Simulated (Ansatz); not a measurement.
System: BaO (P6₃/mmc, No. 194, 4 atoms in the cell; start mp-1178514; a measured phase of this formula has another space group). Method: HSE06 (Ansatz, an electronic-structure program, PAW).

Settings: plane-wave cutoff 520 eV, 6×6×4 k mesh (along the axes of the cell as run), finite displacements, scalar-relativistic PAW data made under PBE.

Computed at the level's own relaxed cell.

```
BaO
1.0
    4.52143     0.00000     0.00000
   -2.26072     3.91567     0.00000
    0.00000     0.00000     5.57371
Ba O
2 2
Direct
  0.66667   0.33333   0.43754
  0.33333   0.66667   0.93754
  0.66667   0.33333   0.93746
  0.33333   0.66667   0.43746
```

Harmonic phonon frequencies (cm⁻¹; i marks an imaginary mode; at Γ without the LO shift):

```tsv
q point	frequencies
Γ	0 0 0 82 82 97 121 176 240 240 250 250
M	37 76 104 109 120 138 142 158 204 210 353 361
A	61 61 61 61 104 104 251 251 251 251 328 328
```

No imaginary mode appears at these points.

Note: the relaxation could not lower the start's symmetry, so the cell can be a saddle point above a distorted one.

A start named mp-… is a Materials Project structure, which need not be a measured phase.
